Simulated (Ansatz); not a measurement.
The reference is Pd in the fcc (Cu type) structure (space group Fm-3m, No. 225; a = 3.9084 Å).

All numbers come from r2SCAN/PAW in Ansatz (a program for electronic structure), spin-orbit coupling left out.

Base values:

```
Property            Value
---------------  --------
Volume per atom  14.93 Å³
```

Modification: full substitution Pd → Pt; the structure is relaxed again.

Tabulated Pauling electronegativity and covalent radius: Pd 2.20, 1.39 Å; Pt 2.28, 1.36 Å.

Q: What happens to the volume per atom?

A: The volume per atom rises by 0.369 Å³, from 14.93 Å³ to 15.29 Å³.

Whether these cells are dynamically stable was not tested. The final runs are not spin-polarised. Pt lies near a magnetic instability that expansion can trigger; it was not tested. Pd has a high density of states at the Fermi level and may be magnetic at this level.
